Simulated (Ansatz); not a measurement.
Terminations of the (111) surface of fcc Rh, measured from the surface 'clean 1x1'. Atoms come from or go to: Al: fcc Al, In: tetragonal indium, Ir: fcc Ir, Li: bcc Li, Mn: fcc-type Mn, layered antiferromagnet, Nb: bcc Nb, Ni: fcc Ni, ferromagnetic, Rh: fcc Rh, Si: silicon, Ti: hcp Ti, Zn: hcp Zn. ΔE is the energy of forming the row's surface from that one (negative: more stable at these reservoirs); the vacuum level's shift is aligned on the shared bottom. No zero-point or thermal terms. These are constructed structures in small cells; real faces may alloy, dewet or reconstruct in larger ones, and not all known structures of the face are among them. Slabs of about 11 Å, Fermi-Dirac smearing of 0.1 eV. Bottom of the slabs: a bare face, its two planes held. Relaxed from the named starts with such symmetry as they have, on meshes of like density; energies extrapolated to zero smearing; spin only where a row says so; no spin-orbit coupling, no U. Brackets mark spin-polarised runs, whose order is one that fits the cell. A dash marks a value that is undefined for that row (no clear gap, or no work function of a gapped slab) or was not read reliably on its mesh.

These are PBE (plane waves to 420 eV, PAW; Ansatz, a quantum-chemistry and plane-wave program) values and carry that method's errors.

```json
[
 {"surface": "a layer of Nb in place of the third plane", "atoms added per 1x1": "+1 Nb, -1 Rh", "ΔE per 1x1 (eV)": "-0.21", "shift of the vacuum level (eV)": "0.04", "work function (eV)": "5.24"},
 {"surface": "(√3x√3)R30° layer of Li, one a cell, on the site that continues the host's stacking", "atoms added per 1x1": "+0.333 Li", "ΔE per 1x1 (eV)": "-0.33", "shift of the vacuum level (eV)": "-3.04", "work function (eV)": "2.10"},
 {"surface": "a pseudomorphic layer of Zn in the host's stacking", "atoms added per 1x1": "+1 Zn", "ΔE per 1x1 (eV)": "-0.77", "shift of the vacuum level (eV)": "-0.70", "work function (eV)": "4.45"},
 {"surface": "a pseudomorphic layer of Mn in the host's stacking [spin, 3.7 μB a cell]", "atoms added per 1x1": "+1 Mn", "ΔE per 1x1 (eV)": "0.21", "shift of the vacuum level (eV)": "-0.88", "work function (eV)": "4.27"},
 {"surface": "a pseudomorphic layer of Ti in the host's stacking", "atoms added per 1x1": "+1 Ti", "ΔE per 1x1 (eV)": "-0.24", "shift of the vacuum level (eV)": "-0.58", "work function (eV)": "4.56"},
 {"surface": "a layer of Ir in place of the second plane", "atoms added per 1x1": "+1 Ir, -1 Rh", "ΔE per 1x1 (eV)": "-0.04", "shift of the vacuum level (eV)": "-0.05", "work function (eV)": "5.08"},
 {"surface": "a layer of Nb in place of the second plane", "atoms added per 1x1": "+1 Nb, -1 Rh", "ΔE per 1x1 (eV)": "(withheld)", "shift of the vacuum level (eV)": "-0.44", "work function (eV)": "4.68"},
 {"surface": "a pseudomorphic layer of Al in the host's stacking", "atoms added per 1x1": "+1 Al", "ΔE per 1x1 (eV)": "(withheld)", "shift of the vacuum level (eV)": "-0.74", "work function (eV)": "4.42"},
 {"surface": "(√3x√3)R30° layer of In, one a cell, on the site that continues the host's stacking", "atoms added per 1x1": "+0.333 In", "ΔE per 1x1 (eV)": "-0.33", "shift of the vacuum level (eV)": "-0.98", "work function (eV)": "4.16"},
 {"surface": "a layer of Si in place of the second plane", "atoms added per 1x1": "-1 Rh, +1 Si", "ΔE per 1x1 (eV)": "-1.59", "shift of the vacuum level (eV)": "-0.71", "work function (eV)": "4.38"},
 {"surface": "a pseudomorphic layer of Ni in the host's stacking [spin, 1.0 μB a cell]", "atoms added per 1x1": "+1 Ni", "ΔE per 1x1 (eV)": "0.13", "shift of the vacuum level (eV)": "-0.36", "work function (eV)": "4.79"},
 {"surface": "a layer of Ir in place of the third plane", "atoms added per 1x1": "+1 Ir, -1 Rh", "ΔE per 1x1 (eV)": "(withheld)", "shift of the vacuum level (eV)": "0.01", "work function (eV)": "5.15"}
]
```

**Question.** What belongs in the gaps?

**Answer.** 
- a layer of Nb in place of the second plane, ΔE per 1x1 (eV): -0.72
- a pseudomorphic layer of Al in the host's stacking, ΔE per 1x1 (eV): -0.92
- a layer of Ir in place of the third plane, ΔE per 1x1 (eV): -0.05
